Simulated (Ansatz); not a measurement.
## Response to strain in YRu3Si2

Start from YRu3Si2 (space group P6/mmm, No. 191; a = 5.492 Å, c = 3.610 Å; a cell from a computed database, its experimental status unchecked). Axes: x lies along a and z along c of the hexagonal cell.

Strains are applied to the cell and any free atomic positions relax; under biaxial strain the out-of-plane vector relaxes too; under stress the whole cell relaxes.

All numbers come from DFT with PBEsol, PAW potentials and a 420 eV plane-wave cutoff in Ansatz (a first-principles code), without spin-orbit coupling.

Notes on the quantities. pressure: mean of the normal stresses, compression positive; energy relative to the base: free energy F.

| case | pressure | volume per atom | energy relative to the base |
|---|---|---|---|
| base | 0.0 GPa | 15.72 Å³ | 0 meV/atom |
| biaxial strain −2.83 %, plane normal [001], relaxed out of plane | 5.5 GPa | 15.27 Å³ | – |
| isotropic strain −3.52 % | 27.4 GPa | 14.12 Å³ | +124 meV/atom |
| uniaxial strain ε_xx = −2.45 % | … | 15.33 Å³ | … |
| uniaxial stress, 8 GPa tension along z | – | 15.88 Å³ | +16 meV/atom |

Q: What belongs in the blanks?

A: 
- uniaxial strain ε_xx = −2.45 %, pressure: 5.1 GPa
- uniaxial strain ε_xx = −2.45 %, energy relative to the base: +9.0 meV/atom

Without a gap, meshes like the base's 10×10×13 leave anisotropic stresses uncertain by several tenths of a GPa, and small strain energies with them. Beyond what the load breaks, stability against distortions was not tested. The final runs are not spin-polarised. An odd electron count without spin: YRu3Si2. YRu3Si2 has a high density of states at the Fermi level and may be magnetic at this level.
